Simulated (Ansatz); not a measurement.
Mg2C (space group Pn-3m, No. 224; a hypothetical phase, not in the database extracts checked)

Mg2C has the cubic space group Pn-3m, origin choice 1 (No. 224), Pearson symbol cP6. Conventional cell: a = 4.809 Å, b = 4.809 Å, c = 4.809 Å, α = 90.00°, β = 90.00°, γ = 90.00°. Mg on 4c sees 2 C at 2.082 Å (linear). C on 2a sees 4 Mg at 2.082 Å (tetrahedral). (Neighbours: up to the widest gap in distance over summed covalent radii, below 1.35, at either atom; cation-cation and far metal-metal contacts left out.)

All numbers come from PBEsol (Ansatz, a quantum-chemistry and plane-wave program), scalar-relativistic without spin-orbit coupling. Γ-centred 7×7×7 mesh, Fermi–Dirac width 0.05 eV.

* **Volume per atom**: 18.53 Å³
* **Density**: 1.81 g/cm³
* **Band gap**: zero
* **Total energy**: -1356.252 eV/atom (σ→0; compares only within this code and set-up)

No phonon test of stability was made. The final runs are not spin-polarised. The zero or small gap of Mg2C can change with the level of theory.
